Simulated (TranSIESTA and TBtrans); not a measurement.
Run with TranSIESTA and TBtrans (open boundaries, self-consistent; PseudoDojo norm-conserving potentials, scalar-relativistic): Spin polarized, PAO.BasisSize DZP, PAO.EnergyShift 0.15 eV, XC.Authors PBE, Mesh.Cutoff 200 Ry, ElectronicTemperature 300 K, TS.Voltage 0.0 eV, TBT.Elecs.Eta 0.001 eV.

System: Ag chain with one Fe atom in place of Ag. Leads: straight Ag chain, spacing 2.65 Å. Geometry: 3 atoms about the centre moved by SIESTA (PBE, DZP) to a largest force of 0.01 eV/Å, all others as built, motion along the axis alone.

### Question
Predict: conductance at 300 K (G0 = 2e²/h); mean T from −0.5 to 0.5 eV.

### Answer
conductance at 300 K (G0 = 2e²/h): 0.99; mean T from −0.5 to 0.5 eV: 0.98. Moments were seeded on the central atoms alone, and one start was tried. The straight chain is held at its spacing; free chains may zigzag or dimerise.
